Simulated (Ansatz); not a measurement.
White tin (β-Sn), treated with PBE-D4 (plane waves, PAW; Ansatz, a quantum-chemistry and plane-wave program).

Numerical settings: plane-wave cutoff 520 eV, 20×20×20 k mesh, Fermi–Dirac smearing 0.05 eV, scalar-relativistic PAW data made under PBE.

Computed points:

```csv
V (Å³/atom),E − E_lowest (meV/atom)
26.086,7.99
26.630,1.92
27.173,0.00
27.717,1.78
28.260,6.85
```

Task: What bulk modulus B0 and pressure derivative B′ does a third-order Birch–Murnaghan fit give?

Result: V0 = 27.173 Å³/atom, B0 = 54.5 GPa, B′ = 4.8 (fit to the energies at full precision).

Shape and atoms are relaxed at each volume.

Measured, for comparison: bulk modulus 57.0 GPa (temperature not stated, no zero-point or thermal correction; as tabulated in Chen et al. (2023), arXiv:2209.05059). Computed (rounded) less measured: bulk modulus -4 %.

Note: the bulk modulus comes from volumes at which shape and atoms were relaxed.

Spin–orbit coupling is not included.

The computed numbers hold no vibrational or temperature effects.
